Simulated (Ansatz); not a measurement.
We consider AlB2-type HfB2, described by BLYP in Ansatz (plane waves, PAW).

Numerical settings: plane-wave cutoff 520 eV, 24×24×18 k mesh (along the axes of the cell as run), Fermi–Dirac smearing 0.085 eV (set by the program), scalar-relativistic PAW data made under PBE.

Computed at the level's own relaxed cell.

Hill averages of the elastic tensor: K = 231.9 GPa, G = 214.4 GPa. Volume 10.234 Å³/atom, mean atomic mass 66.704 u.

Work out the density, the sound velocities of a polycrystal and the elastic Debye temperature, and Pugh's ratio at this level.

ρ = 1.66054 × 66.704/10.234 = 10.823 g/cm³. v_l = √[(K + 4G/3)/ρ] = 6.917 km/s and v_t = √(G/ρ) = 4.451 km/s. The mean follows from 3/v_m³ = 1/v_l³ + 2/v_t³: v_m = 4.887 km/s. Θ_D = (ħ/k_B) v_m (6π²/V)^(1/3) = 76.38 K Å s/km × 4.887 × 1.7953 Å⁻¹ = 670 K, counting all atoms of the cell. K/G = 1.08, to be set beside Pugh's rough bound of 1.75 between brittle and ductile metals.

Ansatz is a first-principles code.
